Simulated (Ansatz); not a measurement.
Take Nb in the bcc (W type) structure (space group Im-3m, No. 229; a = 3.272 Å) as the base.

Calculations: Ansatz (a program for electronic structure) PBEsol, scalar-relativistic without spin-orbit coupling.

Base values:

* **Volume per atom**: 17.52 Å³

Modification: every Nb is replaced by Mo, then cell and atoms are relaxed.

Tabulated Pauling electronegativity and covalent radius: Nb 1.60, 1.64 Å; Mo 2.16, 1.54 Å.

Problem. What happens to the volume per atom?

Solution. The volume per atom decreases by 2.19 Å³ to 15.33 Å³.

Whether these cells are dynamically stable was not tested. The base started in P-1 and relaxed to Im-3m at this level. The final runs are not spin-polarised.
